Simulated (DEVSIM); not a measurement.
Structure: Schottky contact on n-type CdTe, at 300 K.

Layer 1 from the left is CdTe, thickness (μm) 10.0, Nd (cm⁻³) 1.1e15, τn (s) 2.1e-9, τp (s) 2.1e-9.

Left contact: Schottky, work function 4.88 eV, emission velocity 1.1e7 cm/s. Right contact: ohmic. Voltage is applied to the left contact. Recombination: SRH at mid-gap, Auger. Mobility is μmin + (μ − μmin)/(1 + (N/Nref)^α).

The device is made up for the run: typed textbook-type constants, with dimensions and the other settings drawn at random. Values at 300 K.

CdTe: gap (eV) 1.5, affinity (eV) 4.28, permittivity 10.2, Nc (cm⁻³) 8e17, Nv (cm⁻³) 1.8e19, μn (cm²/Vs) 1000, μp (cm²/Vs) 80, μn,min 100, μp,min 10, Nref,n 1e17, Nref,p 1e17, αn 0.6, αp 0.6, Cn (cm⁶/s) 1e-30, Cp (cm⁶/s) 1e-30.

Simulated with DEVSIM: 1D drift-diffusion, Boltzmann statistics, complete ionisation; no tunnelling, impact ionisation, image-force lowering or self-heating. Metal contacts follow the ideal Schottky-Mott rule: no Fermi-level pinning, no interface dipoles.

Dark forward current:

```csv
|V| (V),|J| (A/cm²)
0.05,0.0003416
0.10,0.002588
0.15,0.01720
0.20,0.1087
0.25,0.6092
0.30,2.458
0.35,6.308
0.40,11.66
0.45,17.90
0.50,24.66
0.55,31.75
0.60,39.06
0.65,46.54
0.70,54.13
0.75,61.83
0.80,69.59
0.85,77.42
0.90,85.29
0.95,93.21
1.00,101.2
1.05,109.2
1.10,117.2
1.15,125.2
1.20,133.3
1.25,141.3
1.30,149.4
```

**Question.** Work out the local ideality factor n = ΔV / (kT/q · ln(J2/J1)) between the rows 0.15 and 0.20 V, 1.25 and 1.30 V.

**Answer.** kT/q = 25.85 mV. From 0.15 to 0.20 V: ln(0.1087/0.01720) = 1.844, n = 1.05, near the 1 of diffusion or emission over a barrier. From 1.25 to 1.30 V: ln(149.4/141.3) = 0.056, n = 34.70; the layers' resistance at their doping, Σ W/(qμN) = 0.0060 Ω cm², would take 49 mV of this step of 50 mV.

**Question.** Estimate the current at 0.15 V for emission alone, J0 = q v N_band exp(−φB/kT), and read the barrier back from the simulated current.

**Answer.** φB = 0.600 eV, N_band = 8.00e17 cm⁻³, J0 = 0.000117 A/cm²; J = J0 (exp(qV/kT) − 1) = 0.0387 A/cm². The simulation gives 0.0172 A/cm²; the estimate lies 120 % above. Read backwards, the simulated current gives an apparent barrier of 0.621 eV. The estimate leaves out transport through the depletion region and minority injection.
